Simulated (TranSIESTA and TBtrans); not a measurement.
Junction: 2,5-dimethyl-1,4-phenylene held by selenolate Se between two Au chains. Leads: straight Au chain, spacing 2.55 Å. Geometry: 20 atoms about the centre moved by SIESTA (PBE, SZP) to a largest force of 0.10 eV/Å, all others as built. Transport runs along z; the first 6 and the last 6 of the 36 atoms are the lead cells, repeated to infinity.

```xyz
36
Lattice="14.362 0.000 0.000 0.000 14.362 0.000 0.000 0.000 51.618" Properties=species:S:1:pos:R:3 pbc="F F T"
Au     7.181     7.181     0.000
Au     7.181     7.181     2.550
Au     7.181     7.181     5.100
Au     7.181     7.181     7.650
Au     7.181     7.181    10.200
Au     7.181     7.181    12.750
Au     7.181     7.181    15.300
Au     7.181     7.181    17.850
Au     7.290     7.231    20.382
Se     6.177     5.516    21.701
C      6.765     6.469    23.334
C      5.917     7.474    23.937
C      6.314     8.193    25.113
C      5.400     9.254    25.724
C      7.595     7.890    25.727
Se     8.189     8.851    27.352
C      8.442     6.885    25.125
C      8.045     6.165    23.950
C      8.962     5.105    23.341
H      4.891     7.696    23.447
H      5.934    10.282    25.758
H      4.424     9.340    25.111
H      5.174     8.994    26.834
H      9.467     6.664    25.617
H      9.189     5.365    22.231
H      8.429     4.076    23.308
H      9.937     5.022    23.956
Au     7.080     7.144    28.687
Au     7.181     7.181    31.218
Au     7.181     7.181    33.768
Au     7.181     7.181    36.318
Au     7.181     7.181    38.868
Au     7.181     7.181    41.418
Au     7.181     7.181    43.968
Au     7.181     7.181    46.518
Au     7.181     7.181    49.068
```

Run with TranSIESTA and TBtrans (open boundaries, self-consistent; PseudoDojo norm-conserving potentials, scalar-relativistic): PAO.BasisSize DZP, PAO.EnergyShift 0.15 eV, XC.Authors PBE, Mesh.Cutoff 150 Ry, ElectronicTemperature 300 K, TS.Voltage 0.0 eV, TBT.Elecs.Eta 0.001 eV, no spin polarisation.

Energies count from the leads' Fermi level. Transmissions are for one spin of a degenerate pair. The energy step is 0.02 eV; narrower resonances are cut or missed.

| E (eV) | T |
|---|---|
| -0.20 | 0.884 |
| -0.16 | 1.05 |
| -0.12 | 0.931 |
| -0.08 | 0.650 |
| -0.04 | 0.521 |
| 0.00 | 0.501 |
| 0.04 | 0.516 |
| 0.08 | 0.512 |
| 0.12 | 0.506 |
| 0.16 | 0.500 |
| 0.20 | 0.493 |

### Question
Give the zero-bias conductance in μS and the resistance at 300 K.

### Answer
At the Fermi level T = 0.501. Averaged with −∂f/∂E over the full grid (kT = 25.9 meV) it is 0.527. With G0 = 2e²/h = 77.48 μS, G = 40.8 μS and R = 1/G = 24.5 kΩ.

### Question
The eigenchannels at the Fermi level transmit 0.501. What Fano factor of the shot noise follows at low temperature and bias?

### Answer
F = Σ τ(1 − τ)/Σ τ = 0.250/0.501 = 0.50.

The leads' channel count changes near -0.01 eV, within the thermal window, so values at the Fermi level hang on where that band edge falls. The leads are straight chains one atom wide, held at their spacing: model electrodes, not surfaces. Semilocal functionals put molecular levels too close to the Fermi level and tend to overestimate such conductances.
